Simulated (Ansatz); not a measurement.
For GePt (model structure, started from the CsCl type, Pm-3m, No. 221, 2 atoms in the cell), PBE in Ansatz (PAW) gives:

lattice parameter a: 3.191 Å
formation enthalpy: -0.118 eV/atom

Problem. What does r²SCAN in Ansatz (plane waves, PAW) give for the same quantities?

Solution. 
- lattice constant a: 3.158 Å (drops by 1.0 %)
- formation enthalpy: -0.018 eV/atom (moves by +0.100 eV/atom)

Changes are worked out from the printed values.

Unless a cell is named, each level is at its own relaxed cell (PBE 16.25, r²SCAN 15.75 Å³/atom).

Levels without +SOC leave out spin–orbit coupling, which shifts energies and cells of such heavy elements.

The crystal itself was run without spin with PBE, r²SCAN; a magnetic state was not tried in these runs.

Ansatz's density-functional and Hartree–Fock values are scalar-relativistic unless marked +SOC, with PAW data made under PBE.

A model structure was made by putting elements into a prototype or built by hand; it is no filed structure, need not be a known phase, and can be a saddle point held by its symmetry.

Ansatz is a program for electronic structure.
